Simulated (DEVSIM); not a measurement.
System: illuminated Ge n-on-p cell, one wavelength, at 250 K.

Layer 1 from the left is Ge, thickness (μm) 0.0610, Nd (cm⁻³) 1.9e18, τn (s) 4e-7, τp (s) 1.1e-6, absorption coefficient (cm⁻¹) 320. Layer 2 from the left is Ge, thickness (μm) 130, Na (cm⁻³) 1.9e15, τn (s) 1.3e-5, τp (s) 1.3e-5, absorption coefficient (cm⁻¹) 320.

Left contact: ohmic, minority hole recombination velocity 9e5 cm/s. Right contact: ohmic, minority electron recombination velocity 2e5 cm/s. Voltage is applied to the left contact. Recombination: SRH at mid-gap, radiative, Auger. Light enters at the left, 9.5e17 photons cm⁻² s⁻¹, one pass, no reflection. Mobility is μmin + (μ − μmin)/(1 + (N/Nref)^α).

The device is made up for the run: typed textbook-type constants, with dimensions and the other settings drawn at random. Values at 300 K; Nc and Nv go as T^1.5, mobilities as T to minus their exponent, the gap by Varshni's rule with the affinity fixed.

Ge: gap (eV) 0.664, affinity (eV) 4, permittivity 16, Nc (cm⁻³) 1.04e19, Nv (cm⁻³) 6e18, μn (cm²/Vs) 3900, μp (cm²/Vs) 1900, μn,min 150, μp,min 100, Nref,n 2.6e17, Nref,p 4e17, αn 0.56, αp 0.6, T exponent of μn 1.66, T exponent of μp 2.33, B (cm³/s) 6.4e-14, Cn (cm⁶/s) 1e-31, Cp (cm⁶/s) 1e-31, Varshni α (eV/K) 0.000477, Varshni β (K) 235.

DEVSIM, 1D drift-diffusion, Boltzmann statistics, complete ionisation; no tunnelling, impact ionisation, image-force lowering or self-heating.

Dark forward current:

| |V| (V) | |J| (A/cm²) |
|---|---|
| 0.05 | 4.445e-6 |
| 0.10 | 4.894e-5 |
| 0.15 | 0.0004993 |
| 0.20 | 0.005070 |
| 0.25 | 0.05103 |
| 0.30 | 0.4756 |
| 0.35 | 3.267 |
| 0.40 | 14.23 |
| 0.45 | 42.03 |
| 0.50 | 94.33 |
| 0.55 | 176.2 |
| 0.60 | 290.9 |
| 0.65 | 440.6 |
| 0.70 | 626.5 |
| 0.75 | 849.5 |
| 0.80 | 1110 |
| 0.85 | 1409 |
| 0.90 | 1747 |
| 0.95 | 2122 |

Problem. Work out the local ideality factor n = ΔV / (kT/q · ln(J2/J1)) between the rows 0.10 and 0.15 V, 0.90 and 0.95 V.

Solution. kT/q = 21.54 mV. From 0.10 to 0.15 V: ln(0.0004993/4.894e-5) = 2.323, n = 1.00, near the 1 of diffusion or emission over a barrier. From 0.90 to 0.95 V: ln(2122/1747) = 0.194, n = 11.94.

Problem. What current could the absorbed light give at most, and what share is collected?

Solution. Σ αd = 4.16, so qΦ(1 − exp(−Σ αd)) = 150 mA/cm². The simulated short-circuit current is 118.2 mA/cm², a share of 0.79.

Problem. Estimate the open-circuit voltage by superposition: the voltage at which the dark current equals that short-circuit current.

Solution. Interpolating ln J in the table gives 0.269 V. The simulation gives 0.267 V, the same within the digits that matter. Superposition holds where collection doesn't change with voltage.

Problem. Estimate the fill factor from FF0 = (v − ln(v + 0.72))/(v + 1), v = qVoc/(nkT), with n from the dark curve.

Solution. The rows about Voc, 0.25 and 0.30 V, give n = 1.04, so v = 11.9 and FF0 = 0.726. The simulation gives 0.734; the estimate lies 1.1 % below.
